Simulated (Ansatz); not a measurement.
The parent structure is Ta in the bcc (W type) structure (space group Im-3m, No. 229; a = 3.3197 Å).

Level of theory: plane-wave PAW DFT at the PBE level (Ansatz, a first-principles code, 420 eV), scalar-relativistic without spin-orbit coupling, earlier PAW set.

Base values:

Lattice parameter a: 3.320 Å

Now apply this change: a hydrostatic pressure of 1.8 GPa.

Q: What happens to the lattice parameter a?

A: The lattice parameter a drops by 0.010 Å to 3.310 Å.

Load acts through the strain it causes; cell and atoms are relaxed under it. No phonon test of stability was made. All final runs are without spin polarisation.
